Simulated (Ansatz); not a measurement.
This Ansatz (a program for electronic structure) input is the reference run, GaN in the wurtzite structure (space group P6_3mc, No. 186), computed with LDA in Ansatz (plane waves to 420 eV, PAW, spin-orbit coupling left out):

Ansatz 0.2 input:
```yaml
crystal:
  lattice:
    - [3.1517876272, 0, 0]
    - [-1.5758938136, 2.7295281525, 0]
    - [0, 0, 5.1383419274]
  atoms:
    - { symbol: Ga, position: [0.3333333333, 0.6666666667, 0.0002953559] }
    - { symbol: Ga, position: [0.6666666667, 0.3333333333, 0.5002953559] }
    - { symbol: N, position: [0.3333333333, 0.6666666667, 0.3767046441] }
    - { symbol: N, position: [0.6666666667, 0.3333333333, 0.8767046441] }
basis: { ecutwfc: 420, ecutrho_ratio: 4, xc_grid: 2, fft_grid_basis: typed }
kpoints: { mp_grid: { grid: [12, 12, 7] } }
hamiltonian:
  xc: lda
  dispersion: none
  pseudopotentials: { kind: paw }
scf: { occupations: { method: fermi_dirac, width: 0.05 }, convergence: { dr2_threshold: 0.0000000004 } }
output: { forces: true, stress: true }
checkpoint: { write: state.ck, write_every: 1000 }
```

### Question
Write the input for this change: a pure shear with ε_xz = ε_zx = 0.0033, atoms relaxed at fixed cell.

### Answer
Ansatz 0.2 input:
```yaml
crystal:
  lattice:
    - [3.1517876272, 0, 0.0104008992]
    - [-1.5758938136, 2.7295281525, -0.0052004496]
    - [0.0169565284, 0, 5.1383419274]
  atoms:
    - { symbol: Ga, position: [0.3333333333, 0.6666666667, 0.0002953559] }
    - { symbol: Ga, position: [0.6666666667, 0.3333333333, 0.5002953559] }
    - { symbol: N, position: [0.3333333333, 0.6666666667, 0.3767046441] }
    - { symbol: N, position: [0.6666666667, 0.3333333333, 0.8767046441] }
basis: { ecutwfc: 420, ecutrho_ratio: 4, xc_grid: 2, fft_grid_basis: typed }
kpoints: { mp_grid: { grid: [12, 12, 7] } }
hamiltonian:
  xc: lda
  dispersion: none
  pseudopotentials: { kind: paw }
scf: { occupations: { method: fermi_dirac, width: 0.05 }, convergence: { dr2_threshold: 0.0000000004 } }
relax: { f_tol: 0.005, max_steps: 50 }
output: { forces: true, stress: true }
checkpoint: { write: state.ck, write_every: 1000 }
```
This is the input that was run.

The cells carry an imposed strain or load. No phonon test of stability was made.
